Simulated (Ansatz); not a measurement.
NaCl under a change: biaxial strain +2.00 %, plane normal [001], relaxed out of plane

Consider NaCl in the rock salt structure (space group Fm-3m, No. 225; a = 5.601 Å). Axes: x, y, z lie along the cube axes.

The change: tensile biaxial strain of 2.00 % in the plane normal to [001], as in epitaxy on a mismatched substrate; the out-of-plane cell vector and the atoms relax.

The values are results of DFT with PBEsol, PAW potentials and a 420 eV plane-wave cutoff in Ansatz (a first-principles code), without spin-orbit coupling, not measurements. Settings: 10×10×10 k-points, 0.05 eV Fermi–Dirac smearing.

The volume per atom grows by 0.71 Å³, from 21.97 Å³ to 22.68 Å³ and the space group goes from Fm-3m (No. 225) to I4/mmm (No. 139). The shortest interatomic distance decreases by 0.042 bohr (5.293 bohr → 5.251 bohr) and the energy goes up by 3.1 meV/atom. The pressure (mean of the normal stresses, compression positive) drops by 0.713 GPa, from 0.01 GPa to -0.71 GPa and the band gap falls by 0.12 eV (5.01 eV → 4.89 eV). The gap character stays direct at Γ and the electron mass is still 0.39 mₑ (at Γ). The valence-band top at Γ (three highest levels, from the VBM) goes from 0.00, 0.00, 0.00 eV to 0.00, 0.00, -0.03 eV and the out-of-plane strain comes out as -0.79 %. The ratio −ε⊥/ε∥ amounts to 0.40 and the mean in-plane stress (compression positive) is -1.1 GPa.

Effective masses come from finite differences of ±0.01 Å⁻¹. Whether these cells are dynamically stable was not tested. Labels are those of the standard path for the cell's own space group.
